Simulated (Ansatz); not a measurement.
Take TiRu in the CsCl type structure (space group Pm-3m, No. 221; a = 3.0459 Å) as the base. Axes: x, y, z lie along the cube axes.

All numbers come from PBEsol, PAW, 420 eV (Ansatz, a first-principles code; spin-orbit coupling left out).

It is then changed as follows: a free-standing slab of 6 layers (12 atoms, 2 a layer) is cut normal to [110], with 15 Å of vacuum and the in-plane cell held at bulk.

Estimate the effect on the change of the spacing d23 from its bulk value of 2.154 Å.

The change of the spacing d23 from its bulk value of 2.154 Å is +0.6 %.

How does this affect the change of the spacing d12 from its bulk value of 2.154 Å?

The change of the spacing d12 from its bulk value of 2.154 Å comes out as -3.6 %.

Estimate the effect on the excess energy per area of both faces.

The excess energy per area of both faces (slab less bulk energy over the cell's area: twice a surface energy) comes out as 5.7 J/m² (uncertain by up to 0.1 J/m²).

Slab and bulk use different k-meshes, which limits the precision of the excess energy. No phonon test of stability was made. The final runs are not spin-polarised.
